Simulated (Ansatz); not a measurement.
# What isotropic strain +0.50 % does to Re

The parent structure is Re in the hcp (Mg type) structure (space group P6_3/mmc, No. 194; a = 2.752 Å, c = 4.440 Å; relaxed with 0.1 eV smearing).

The change: an isotropic linear strain of +0.50 %; the atoms relax in the strained cell.

Calculations: DFT with PBEsol, PAW potentials and a 420 eV plane-wave cutoff in Ansatz (a first-principles code), without spin-orbit coupling. Γ-centred 24×24×13 mesh, Fermi–Dirac width 0.1 eV.

The volume per atom goes up by 0.22 Å³ to 14.78 Å³ and the space group is still P6_3/mmc (No. 194). The shortest interatomic distance increases by 0.014 Å (2.730 Å → 2.744 Å) and the energy increases by 3.9 meV/atom. The pressure (mean of the normal stresses, compression positive) goes from zero to -5.7 GPa and the band gap remains zero.

Final structure:

```
Re
1.0
    2.76565     0.00000     0.00000
   -1.38282     2.39512     0.00000
    0.00000     0.00000     4.46227
Re
2
Cartesian
  1.38282   0.79837   3.34670
  0.00000   1.59675   1.11557
```

Cost of the whole job for the changed cell (relaxation, final SCF and bands): about 30 core-seconds (a rough figure).

Whether these cells are dynamically stable was not tested. The final runs are not spin-polarised.
